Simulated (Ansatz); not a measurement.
The parent structure is NbSi₂ (space group P6_222, No. 180).

```yaml
crystal:
  lattice:
    - [4.76750, 0.00000, 0.00000]
    - [-2.38375, 4.12877, 0.00000]
    - [0.00000, 0.00000, 6.57584]
  atoms:
    - { symbol: Nb, position: [0.50000, 0.00000, 0.00000] }
    - { symbol: Nb, position: [0.50000, 0.50000, 0.33333] }
    - { symbol: Nb, position: [0.00000, 0.50000, 0.66667] }
    - { symbol: Si, position: [0.15966, 0.31931, 0.00000] }
    - { symbol: Si, position: [0.84034, 0.15966, 0.33333] }
    - { symbol: Si, position: [0.68069, 0.84034, 0.66667] }
    - { symbol: Si, position: [0.84034, 0.68069, 0.00000] }
    - { symbol: Si, position: [0.15966, 0.84034, 0.33333] }
    - { symbol: Si, position: [0.31931, 0.15966, 0.66667] }
```

Cartesian axes are those of the cell as printed.

The values are results of Kohn–Sham DFT with the PBEsol functional, run in Ansatz (a first-principles code) with PAW and 420 eV plane waves, without spin-orbit coupling, not measurements.

For the base:

```
Property                        Result
-----------------------------  -------
Pressure                       0.0 GPa
Shortest interatomic distance  2.558 Å
```

Modification: the symmetric strain tensor [-0.0081 0.0003 0.0029; 0.0003 -0.0050 -0.0126; 0.0029 -0.0126 0.0001], atoms relaxed at fixed cell.

Q: Predict the new largest internal atomic displacement, pressure, energy relative to the base and shortest interatomic distance.

A: The largest internal atomic displacement comes out as 0.016 Å; the pressure (mean of the normal stresses, compression positive) goes from zero to 2.5 GPa; the energy increases by 6.0 meV/atom; the shortest interatomic distance decreases by 0.022 Å (2.558 Å → 2.536 Å).

Without a gap, meshes like the base's 11×11×7 leave anisotropic stresses uncertain by several tenths of a GPa, and small strain energies with them. Stability against distortions was not tested. The final runs are not spin-polarised. An odd electron count without spin: NbSi2.
